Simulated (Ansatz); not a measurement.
Consider O vacancy in rock-salt CaO, charge state +2. Calculation: PBE, PAW (plane waves to 420 eV; Ansatz, an electronic-structure program).

Settings: 64 host sites, the relaxed PBE lattice, the Γ point alone, smearing 0.01 eV, spin-restricted, no image-charge correction. Static, classical nuclei. The charge state is imposed; whether it is stable for some Fermi level was not computed. Forms of the defect that were not tried may lie lower.

Barriers: single points on a 2×2×2 k-point mesh shifted by half a step at the bands' geometries (they differ from the bands' own by up to 0.17 eV, and are uncertain by about as much).

The step: one O atom jumps into the vacancy from a nearby O site. Atoms about the jump, Cartesian Å from the middle of the jump, before and after:

| atom | x0 | y0 | z0 | x1 | y1 | z1 |
|---|---|---|---|---|---|---|
| O1 | 0.00 | -1.16 | -1.16 | 0.00 | 1.16 | 1.16 |
| Ca2 | 0.00 | -1.41 | 1.21 | 0.00 | -1.21 | 1.41 |
| Ca3 | 0.00 | 1.21 | -1.41 | 0.00 | 1.41 | -1.21 |
| Ca4 | -2.62 | 1.21 | 1.21 | -2.41 | 1.20 | 1.20 |
| Ca5 | -2.41 | -1.20 | -1.20 | -2.62 | -1.21 | -1.21 |
| Ca6 | 2.62 | 1.21 | 1.21 | 2.41 | 1.20 | 1.20 |
| Ca7 | 2.41 | -1.20 | -1.20 | 2.62 | -1.21 | -1.21 |
| O8 | -2.37 | 1.21 | -1.16 | -2.37 | 1.16 | -1.21 |
| O9 | -2.37 | -1.16 | 1.21 | -2.37 | -1.21 | 1.16 |
| O10 | 2.37 | 1.21 | -1.16 | 2.37 | 1.16 | -1.21 |
| O11 | 2.37 | -1.16 | 1.21 | 2.37 | -1.21 | 1.16 |

Question: Predict the transition state.

Answer: 
```
atom      x      y      z
----  -----  -----  -----
O1    -0.05   0.00   0.00
Ca2    0.00  -1.46   1.46
Ca3    0.00   1.47  -1.47
Ca4   -2.47   1.13   1.12
Ca5   -2.47  -1.12  -1.13
Ca6    2.49   1.14   1.13
Ca7    2.49  -1.13  -1.14
O8    -2.47   1.29  -1.29
O9    -2.47  -1.28   1.28
O10    2.46   1.28  -1.28
O11    2.46  -1.27   1.27
```
It lies 1.77 eV above the start and 1.77 eV above the end. The saddle point's order was not checked, and it lies on a symmetry element of the cell, where a band can be held. Symmetry-equivalent saddle points exist between the same ends.
